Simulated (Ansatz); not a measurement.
Levels about the gap of amorphous Si24O53Nb2 (79 atoms in a cell of 1183 Å³, 2.40 g/cm³; zone centre alone, so wide bands show as single levels with stretches between that a denser mesh fills), at the geometry that PBE relaxed, where it gives 1.6 GPa on a denser mesh. The participation number counts the atoms over which a state spreads; weights are charges in smoothed Voronoi cells. The levels come from a single point, so bond lengths are those of that geometry. Method of the levels: r2SCAN, scalar-relativistic without spin-orbit coupling (Ansatz, a first-principles code). Sampling: the zone centre alone; Fermi-Dirac width 0.01 eV; collinear spin, started from moments on atoms (the moments died out). At PBE the levels at both edges of the gap are localised (band-tail or defect states), and the nearest spread-out levels lie 5.2 eV apart at the zone centre.

The cell was made by melting and quenching with the CHGNet potential and then relaxed with DFT. O atoms were pushed apart under 1.9 Å during the dynamics, to hinder bonds among them. The hot cell started wider than the set density and was brought back towards it in steps. It is the lowest in DFT energy of 2 quenches. It is a model cell: composition and starting density were chosen by hand, and all elements were melted together. No dispersion term was used. Its density started from a set value of 2.40 and ended at 2.40 g/cm³. Cooling (nominally 480 K/ps over its main leg) ran many orders faster than in experiment, which tends to leave more defects and strain. Values belong to this one cell and scatter from quench to quench. The volume was held where the preparation left it and the shape relaxed, at a PBE pressure of 1.6 GPa. Stress components on the final sampling reach 1.6 GPa.

```json
[
 {"E - E(highest filled), eV": "-0.34", "filling": "filled", "spin": "up", "participation number": "3.0", "largest on": "O, 1 neighbours", "weight O": "0.93", "weight Nb": "0.05", "weight Si": "0.02"},
 {"E - E(highest filled), eV": "-0.29", "filling": "filled", "spin": "dn", "participation number": "3.4", "largest on": "O, 1 neighbours", "weight O": "0.92", "weight Nb": "0.05", "weight Si": "0.02"},
 {"E - E(highest filled), eV": "-0.29", "filling": "filled", "spin": "up", "participation number": "3.4", "largest on": "O, 1 neighbours", "weight O": "0.92", "weight Nb": "0.05", "weight Si": "0.02"},
 {"E - E(highest filled), eV": "-0.20", "filling": "filled", "spin": "dn", "participation number": "2.1", "largest on": "O, 2 neighbours", "weight O": "0.95", "weight Nb": "0.01", "weight Si": "0.04"},
 {"E - E(highest filled), eV": "-0.20", "filling": "filled", "spin": "up", "participation number": "2.1", "largest on": "O, 2 neighbours", "weight O": "0.95", "weight Nb": "0.01", "weight Si": "0.04"},
 {"E - E(highest filled), eV": "0.00", "filling": "filled", "spin": "dn", "participation number": "3.1", "largest on": "O, 2 neighbours", "weight O": "0.93", "weight Nb": "0.03", "weight Si": "0.04"},
 {"E - E(highest filled), eV": "0.00", "filling": "filled", "spin": "up", "participation number": "3.1", "largest on": "O, 2 neighbours", "weight O": "0.93", "weight Nb": "0.03", "weight Si": "0.04"},
 {"E - E(highest filled), eV": "3.34", "filling": "empty", "spin": "up", "participation number": "2.2", "largest on": "Nb, 5 neighbours", "weight O": "0.31", "weight Nb": "0.65", "weight Si": "0.04"},
 {"E - E(highest filled), eV": "3.34", "filling": "empty", "spin": "dn", "participation number": "2.2", "largest on": "Nb, 5 neighbours", "weight O": "0.31", "weight Nb": "0.65", "weight Si": "0.04"},
 {"E - E(highest filled), eV": "3.89", "filling": "empty", "spin": "up", "participation number": "2.5", "largest on": "Nb, 5 neighbours", "weight O": "0.36", "weight Nb": "0.61", "weight Si": "0.03"},
 {"E - E(highest filled), eV": "3.89", "filling": "empty", "spin": "dn", "participation number": "2.5", "largest on": "Nb, 5 neighbours", "weight O": "0.36", "weight Nb": "0.61", "weight Si": "0.03"},
 {"E - E(highest filled), eV": "4.51", "filling": "empty", "spin": "up", "participation number": "2.7", "largest on": "Nb, 5 neighbours", "weight O": "0.37", "weight Nb": "0.58", "weight Si": "0.05"},
 {"E - E(highest filled), eV": "4.51", "filling": "empty", "spin": "dn", "participation number": "2.7", "largest on": "Nb, 5 neighbours", "weight O": "0.37", "weight Nb": "0.58", "weight Si": "0.05"},
 {"E - E(highest filled), eV": "4.70", "filling": "empty", "spin": "up", "participation number": "3.2", "largest on": "Nb, 5 neighbours", "weight O": "0.39", "weight Nb": "0.53", "weight Si": "0.07"}
]
```

Most localised among these is the filled level at -0.20 eV, on a O atom, which has 2 neighbours (Si 1.58 Å, Nb 2.20 Å).
